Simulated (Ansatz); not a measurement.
Ansatz (an electronic-structure program) run on OsSe (Fm-3m, 2 atoms in the cell): self-consistent single point.

Method: RPBE-D4, default PAW files made with PBE (plane waves; Ansatz).

```yaml
crystal:
  lattice:
    - [0.00000, 2.65692, 2.65692]
    - [2.65692, 0.00000, 2.65692]
    - [2.65692, 2.65692, 0.00000]
  atoms:
    - { symbol: Se, position: [0.00000, 0.00000, 0.00000] }
    - { symbol: Os, position: [0.50000, 0.50000, 0.50000] }
```

Reference input (self-consistent single point, DFT, revPBE, plane waves, default PAW files made with PBE): basis.ecutwfc = 420 eV; kpoints.mp_grid.grid = 6 6 6; hamiltonian.xc = revpbe; hamiltonian.pseudopotentials = {kind: paw} (the program's default PAW files); scf.occupations.method = cold; scf.occupations.width = 0.1 eV. This run's input differs from it in these lines:

Ansatz 0.2 input:
```diff
@@ -14,3 +14,4 @@
 hamiltonian:
-  xc: revpbe
+  xc: rpbe
+  dispersion: d4
   pseudopotentials: { kind: paw }
```

The program printed (abridged):

```
SCF iter   1: F=—  HF=-16872.585824 eV  |F-HF|=—  |Δ(HF+E_count)|=         —  Δρ=5.05e-3  dr2=4.68e-3  ethr=1.77e-3  ⟨swp⟩=4.9  Hψ=1306  notcnv=0
all-band conjugate gradients solve this SCF's bands
preconditioner: auto → Kerker (q_TF=auto, 2.657 Å⁻¹)
SCF iter   2: F=—  HF=-16872.587005 eV  |F-HF|=—  |Δ(HF+E_count)|=   1.18e-3  S|Δr|=    0.00e0  Δρ=3.03e-3  dr2=2.02e-3  ethr=1.46e-5  ⟨swp⟩=2.0  Hψ=514  notcnv=0
SCF iter   3: F=—  HF=-16872.586932 eV  |F-HF|=—  |Δ(HF+E_count)|=   7.28e-5  S|Δr|=    0.00e0  Δρ=5.09e-4  dr2=5.86e-5  ethr=6.32e-6  ⟨swp⟩=2.0  Hψ=428  notcnv=0
SCF iter   4: F=—  HF=-16872.586958 eV  |F-HF|=—  |Δ(HF+E_count)|=   2.63e-5  S|Δr|=    0.00e0  Δρ=1.72e-4  dr2=1.30e-5  ethr=1.83e-7  ⟨swp⟩=2.0  Hψ=404  notcnv=0
SCF iter   5: F=—  HF=-16872.586964 eV  |F-HF|=—  |Δ(HF+E_count)|=   5.13e-6  S|Δr|=    0.00e0  Δρ=4.45e-5  dr2=9.28e-7  ethr=4.06e-8  ⟨swp⟩=2.0  Hψ=433  notcnv=0
SCF iter   6: F=-16872.586964 eV  HF=-16872.586964 eV  |F-HF|=3.87e-9  |Δ(HF+E_count)|=   6.95e-7  S|Δr|=    0.00e0  Δρ=8.78e-6  dr2=2.15e-8  ethr=3.13e-10  ⟨swp⟩=2.9  Hψ=1191  notcnv=0
SCF 1 converged in 6 iterations: F = -16872.586964 eV  dr2 = 2.15e-8
Stability not checked (fill_not_monotonic)
Free energy (F): -16872.586964 eV
Internal energy: -16872.592766 eV  (E = F + TS)
E sigma→0 (E₀):  -16872.588898 eV
Entropy (-TS):   0.005802 eV (2.901 meV/atom)
Fermi energy:    15.480005 eV
--- Forces (eV/Å), atoms counted from 1 ---
  atom   1  Se    -0.00000000     0.00000000     0.00000000
  atom   2  Os     0.00000000    -0.00000000     0.00000000
--- Stress (GPa, compression-positive) ---
      -18.194861       0.000000       0.000000
       -0.000000     -18.194861      -0.000000
       -0.000000       0.000000     -18.194861
  P = ⅓ Tr σ = -18.1949 GPa (-181.949 kbar)
  The stress holds the Pulay correction. Without it, at fixed plane waves, as pw.x and ABINIT print it: P = -18.2294 GPa
```

The run converged in 6 iterations. Against the reference run the pressure goes from -9.36 to -18.19 GPa.

The starting cell was generated: these elements placed on a structure prototype, without a prior relaxation; it need not be a known phase or ordering of this composition. Its lattice was rescaled by a random factor within 2.5 % of one. Spin polarisation is off. With a pressure of about -18 GPa the cell is away from its equilibrium volume at this level. Ansatz's pressure includes its estimate of the finite-basis (Pulay) stress.
